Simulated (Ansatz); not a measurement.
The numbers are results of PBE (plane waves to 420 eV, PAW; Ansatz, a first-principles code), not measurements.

Plane-averaged electrostatic potential energy along the normal, in eV from the Fermi level, for a constructed model of the (110) surface of bcc V, a pseudomorphic layer of Si in the host's stacking (bottom of the slab: a bare face, its two planes held):

(z (Å), V (eV)): (3.77, 4.80); (4.06, 4.79); (4.35, 4.79); (4.64, 4.78); (4.93, 4.76); (5.22, 4.71); (5.51, 4.63); (5.80, 4.47); (6.09, 4.16); (6.38, 3.56); (6.67, 2.46); (6.96, 0.44); (7.25, -4.00); (7.54, -9.96); (7.83, -12.82); (8.12, -13.07); (8.41, -11.32); (8.70, -6.51); (8.99, -1.67); (9.28, -2.35); (9.57, -7.77); (9.86, -11.87); (10.15, -13.00); (10.44, -12.07); (10.73, -8.25); (11.02, -2.76); (11.31, -1.67); (11.60, -6.26); (11.89, -11.10); (12.18, -12.87); (12.47, -12.51); (12.76, -9.56); (13.05, -3.98); (13.34, -1.19); (13.63, -4.27); (13.92, -9.80); (14.21, -12.58); (14.50, -12.86); (14.79, -10.93); (15.08, -5.94); (15.37, -1.53); (15.66, -2.85); (15.95, -8.39); (16.24, -12.12); (16.53, -12.98); (16.82, -11.79); (17.11, -7.61); (17.40, -2.25); (17.69, -1.77); (17.98, -6.72); (18.27, -11.36); (18.56, -12.94); (18.85, -12.58); (19.14, -9.59); (19.43, -4.13); (19.72, -1.99); (20.01, -5.15); (20.30, -12.08); (20.59, -16.92); (20.88, -16.24); (21.17, -10.32); (21.46, -2.90); (21.75, 1.32); (22.04, 3.37); (22.33, 4.32); (22.62, 4.75); (22.91, 4.94); (23.20, 5.02); (23.49, 5.06); (23.78, 5.07); (24.07, 5.08); (24.36, 5.08); (24.65, 5.08); (24.94, 5.08)

Slab: 7 atoms, 12.9 Å thick at the start; k 15x15x1, smearing 0.1 eV, dipole-corrected; 2 atoms held, the rest relaxed; symmetry of the start imposed; no spin, no spin-orbit, no U. It is one candidate, not shown to be the stable structure of the face.

The vacuum level lies 5.08 eV above the Fermi level over the top face and 4.80 eV above it under the bottom face.
